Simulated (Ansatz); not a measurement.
# Response to strain in WC

Start from WC (space group P-6m2, No. 187; relaxed with 0.1 eV smearing).

```yaml
crystal:
  lattice:
    - [2.91268, 0.00000, 0.00000]
    - [-1.45634, 2.52245, 0.00000]
    - [0.00000, 0.00000, 2.83536]
  atoms:
    - { symbol: W, position: [0.00000, 0.00000, 0.00000] }
    - { symbol: C, position: [0.33333, 0.66667, 0.50000] }
```

Cartesian axes are those of the cell as printed.

Strains are applied to the cell and any free atomic positions relax.

All numbers come from r2SCAN (Ansatz, an electronic-structure program), no SOC.

Notes on the quantities. energy relative to the base: free energy F; pressure: mean of the normal stresses, compression positive.

```csv
change,energy relative to the base,pressure,volume per atom
base,0 meV/atom,0.0 GPa,10.42 Å³
uniaxial strain ε_zz = −3.00 %,+31 meV/atom,14.9 GPa,10.10 Å³
uniaxial strain ε_zz = −2.50 %,___,___,10.16 Å³
uniaxial strain ε_zz = −2.00 %,+14 meV/atom,9.6 GPa,10.21 Å³
uniaxial strain ε_zz = −1.50 %,+7.5 meV/atom,7.1 GPa,10.26 Å³
uniaxial strain ε_zz = −1.00 %,+3.3 meV/atom,4.6 GPa,10.31 Å³
uniaxial strain ε_zz = −0.50 %,+0.8 meV/atom,2.3 GPa,10.36 Å³
```

### Question
What belongs in the blanks?

### Answer

- uniaxial strain ε_zz = −2.50 %, energy relative to the base: +21 meV/atom
- uniaxial strain ε_zz = −2.50 %, pressure: 12.2 GPa

No phonon test of stability was made. All final runs are without spin polarisation.
